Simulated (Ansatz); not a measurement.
**KMgF3: band gap against strain**

KMgF3 (cubic perovskite, Pm-3m, 13.327 Å³/atom at rest, cube axes along x, y and z) under an equal strain ε along all three axes. PBE in Ansatz, a plane-wave DFT program (PAW, default set), 420 eV, 8×8×8 Γ-centred mesh, Fermi-Dirac smearing 0.05 eV; ions are relaxed within the symmetry of each cell. Gaps are the smallest over the k-mesh and a band path, without spin-orbit coupling; in all rows the valence edge lies at about 1.3 Å⁻¹ from Γ and the conduction edge at Γ.

Here s stands for strain and Eg for gap.

| strain (%) | gap (eV) |
|---|---|
| -3.00 | ? |
| -1.20 | 7.22 |
| -0.60 | 7.09 |
| 0.00 | 6.96 |
| 0.60 | 6.83 |
| 1.20 | 6.71 |

Fit Eg of the 5 rows that show it with a straight line. Means: s 0, Eg 6.962. About the means, the sum of products is -0.76800 and the sum of squares of s is 3.6000; the slope is their ratio. Least squares gives Eg = 6.962 - 0.2133·s. Residuals (row less fit): 0.002, 0.000, -0.002, -0.004, 0.004; standard error 0.004 (degrees of freedom: 3). Over these rows the gap moves by -21 ± 0.2 eV per unit strain, or -7.1 eV per unit of ln V.

Task: Predict the withheld Eg at s = -3.00 from the fit, and compare with the calculation.

Result: Eg = 6.962 - 0.2133 × (-3.0) = 7.602 eV. The calculation gives 7.65 eV, 0.048 eV above the prediction (5.1 % of the range of Eg in the table). The row lies outside the fitted rows, so this is an extrapolation. The fitted rows scatter only by rounding.

One order more, fitted to all 11 runs of the series, follows each within 0.01, so the miss is the next term of a smooth law. The primitive cell can neither tilt nor turn polar against its symmetry, as such crystals can under strain. Other structures, which can take over under pressure, weren't tried. Rows are the converged runs of the series near zero and its far end; series whose fitted rows scatter by over a few per cent of the range, as at a crossing or softening among them, aren't shown in this form. Most that stay on the fit to the last digits aren't either.
